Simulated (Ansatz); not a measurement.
Take KNiF₃ in the cubic perovskite structure (space group Pm-3m, No. 221; a = 4.001 Å; ferromagnetic) as the base. Axes: x, y, z lie along the cube axes.

Level of theory: plane-wave PAW DFT at the PBEsol level (Ansatz, an electronic-structure program, 420 eV), spin-orbit coupling left out.

Strains are applied to the cell and any free atomic positions relax; under biaxial strain the out-of-plane vector relaxes too.

One change was made to it. Results:

The pressure (mean of the normal stresses, compression positive) goes from zero to 19.1 kbar; the band gap decreases by 0.20 eV (0.44 eV → 0.24 eV); the smallest direct gap decreases by 0.21 eV (0.77 eV → 0.56 eV).

### Question
Which change produced these results?
A) tensor shear ε_yz = −0.18 %
B) isotropic strain −1.13 %
C) biaxial strain −1.48 %, plane normal [001], relaxed out of plane

### Answer
C, biaxial strain −1.48 %, plane normal [001], relaxed out of plane. For comparison, the band gap in the other runs: tensor shear ε_yz = −0.18 % gives 0.44 eV; isotropic strain −1.13 % gives 0.36 eV.

No phonon test of stability was made. No Hubbard U is applied and the magnetic state is the run's own (KNiF3 ferromagnetic); small cells can't hold the antiferromagnetic order that many such compounds have, so gaps and moments can be off. Where the two band edges lie in opposite spin channels, the gap is a spin-flip gap. Many cubic perovskites are stable only at high temperature; tilts and polar distortions were not tested. A zero or small gap of KNiF3 under biaxial strain −1.48 %, plane normal [001], relaxed out of plane can be the functional's error rather than a property of the material.
